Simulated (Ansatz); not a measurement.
The parent structure is MnSi (space group P2_13, No. 198; a = 4.518 Å; ferromagnetic). Axes: x, y, z lie along the cube axes.

Level of theory: Ansatz (an electronic-structure program), PBE, PAW, cutoff 420 eV, scalar-relativistic without spin-orbit coupling, earlier PAW set.

The change: every lattice vector is shortened by 1.43 %, atoms relaxed at fixed cell.

Task: Predict the stress tensor and what it implies for the stiffness.

Result: Stress of the strained cell less that of the base (GPa, compression positive):
```
    9.7     0.0     0.0
    0.0     9.7     0.0
    0.0     0.0     9.7
```

Then B = −ΔP/(ΔV/V₀) with ΔV/V₀ = -0.0423 gives secant stiffness values (nonlinear terms included at this strain): B ≈ 229 GPa.

As a check, the harmonic strain energy −½ V₀ Δσ:ε is 15 meV/atom; the computed energy rise is 14 meV/atom.

Other magnetic orders, which the real material may have, were not ruled out. Stability against distortions was not tested.
